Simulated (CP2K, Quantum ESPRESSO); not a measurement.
A Quantum ESPRESSO input for a self-consistent single point of CaS (Fm-3m, 2 atoms in the cell) (DFT, LDA (PZ), plane waves, GBRV 1.5 ultrasoft (LDA) pseudopotentials):

```fortran
&control
    calculation = 'scf',
    outdir = './work',
    pseudo_dir = './',
    verbosity = 'high',
    tprnfor = .true.,
    tstress = .true.,
/
&system
    ibrav = 0,
    nat = 2,
    ntyp = 2,
    ecutwfc = 40,
    ecutrho = 200,
    occupations = 'fixed',
    nbnd = 12,
/
&electrons
    conv_thr = 1.0d-10,
    mixing_beta = 0.4,
/
ATOMIC_SPECIES
Ca    40.0780  ca_lda_v1.uspp.F.UPF
S     32.0600  s_lda_v1.4.uspp.F.UPF
ATOMIC_POSITIONS crystal
Ca    0.0000000000    0.0000000000    0.0000000000
S     0.5000000000    0.5000000000    0.5000000000
K_POINTS automatic
7 7 7  0 0 0
CELL_PARAMETERS angstrom
   0.0000000000     2.8977280000     2.8977280000
   2.8977280000     0.0000000000     2.8977280000
   2.8977280000     2.8977280000     0.0000000000
```

Q: Translate this input to CP2K.

A: This is the input that was run; spellings and numerical settings could be chosen otherwise.

```
&GLOBAL
  PROJECT cas
  RUN_TYPE ENERGY_FORCE
  PRINT_LEVEL LOW
&END GLOBAL
&FORCE_EVAL
  METHOD Quickstep
  STRESS_TENSOR ANALYTICAL
  &DFT
    BASIS_SET_FILE_NAME BASIS_MOLOPT_UZH
    POTENTIAL_FILE_NAME POTENTIAL_UZH
    &QS
      METHOD GPW
      EPS_DEFAULT 1E-10
    &END QS
    &MGRID
      CUTOFF 500
      REL_CUTOFF 60
      NGRIDS 5
    &END MGRID
    &SCF
      SCF_GUESS ATOMIC
      EPS_SCF 1E-6
      MAX_SCF 100
      ADDED_MOS 4
      &DIAGONALIZATION
        ALGORITHM STANDARD
      &END DIAGONALIZATION
      &MIXING
        METHOD BROYDEN_MIXING
        ALPHA 0.3
        NBUFFER 10
        BETA 1
      &END MIXING
    &END SCF
    &KPOINTS
      SCHEME MONKHORST-PACK 7 7 7
    &END KPOINTS
    &XC
      &XC_FUNCTIONAL PADE
      &END XC_FUNCTIONAL
    &END XC
    &PRINT
      &MO
        EIGENVALUES T
        OCCUPATION_NUMBERS T
        NDIGITS 8
        FILENAME mo
        &EACH
          QS_SCF 0
        &END EACH
        ADD_LAST NUMERIC
      &END MO
      &MULLIKEN OFF
      &END MULLIKEN
    &END PRINT
  &END DFT
  &SUBSYS
    &CELL
      ABC 4.09800600 4.09800661 4.09800626
      ALPHA_BETA_GAMMA 59.99999577 60.00000206 60.00000489
      PERIODIC XYZ
    &END CELL
    &COORD
      Ca       0.00000000     0.00000000     0.00000000
      S        4.09800600     2.36598550     1.67300400
    &END COORD
    &KIND Ca
      BASIS_SET DZVP-MOLOPT-PBE-GTH-q10
      POTENTIAL GTH-PBE-q10
    &END KIND
    &KIND S
      BASIS_SET DZVP-MOLOPT-PBE-GTH-q6
      POTENTIAL GTH-PBE-q6
    &END KIND
  &END SUBSYS
  &PRINT
    &FORCES ON
    &END FORCES
    &STRESS_TENSOR ON
    &END STRESS_TENSOR
  &END PRINT
&END FORCE_EVAL
```

Basis, cutoffs, solver keys and any potentials are the target program's own. This input uses DFT LDA (Pade form), GPW, DZVP-MOLOPT-PBE-GTH basis, GTH-PBE potentials (POTENTIAL_UZH). LDA parametrisations can differ slightly between programs. Both were run: pressure -6.43 GPa in Quantum ESPRESSO and -5.15 in CP2K; gap on the mesh 2.326 eV in Quantum ESPRESSO and 2.571 in CP2K.

On Quantum ESPRESSO: the starting cell comes from a database of computed structures (which also holds hypothetical and non-ambient phases and stackings), without a prior relaxation at this level. Its lattice was rescaled by a random factor within 2.5 % of one. With a pressure of about -6 GPa the cell is away from its equilibrium volume at this level.

On CP2K: the starting cell comes from a database of computed structures (which also holds hypothetical and non-ambient phases and stackings), without a prior relaxation at this level. Its lattice was rescaled by a random factor within 2.5 % of one. Values carry the incompleteness of an atom-centred basis. The potentials were made for another functional than the one used. With a pressure of about -5 GPa the cell is away from its equilibrium volume at this level.
